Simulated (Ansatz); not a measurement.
The parent structure is PbO₂ in the rutile structure (space group P4_2/mnm, No. 136).

```xyz
6
Lattice="4.9983 0.0000 0.0000 0.0000 4.9983 0.0000 0.0000 0.0000 3.4115" Properties=species:S:1:pos:R:3 pbc="T T T"
Pb     0.0000     0.0000     0.0000
Pb     2.4991     2.4991     1.7057
O      1.5376     1.5376     0.0000
O      4.0367     0.9616     1.7057
O      0.9616     4.0367     1.7057
O      3.4607     3.4607     0.0000
```

Cartesian axes are those of the cell as printed.

Method: PBEsol/PAW in Ansatz (a first-principles code), no spin-orbit coupling.

For the base:

The pressure is 0.0 GPa, the volume per atom is 14.20 Å³ and the band gap is zero.

One thing is altered: biaxial strain +2.40 %, plane normal [001], relaxed out of plane (Cartesian); in-plane vectors clamped, the third vector and the atoms free.

What happens to the pressure?

The pressure (mean of the normal stresses, compression positive) goes from zero to -2.3 GPa.

Predict the new volume per atom.

The volume per atom rises by 0.41 Å³, from 14.20 Å³ to 14.61 Å³.

What happens to the band gap?

The band gap is still zero.

The mesh was chosen for an insulator and is coarse for the gapless case. With Pb present, leaving out spin-orbit coupling can change the band edges. No phonon test of stability was made. All final runs are without spin polarisation. Gaps under 0.05 eV, about the width of the smearing, are given as zero. The zero or small gap of PbO2 can change with the level of theory.
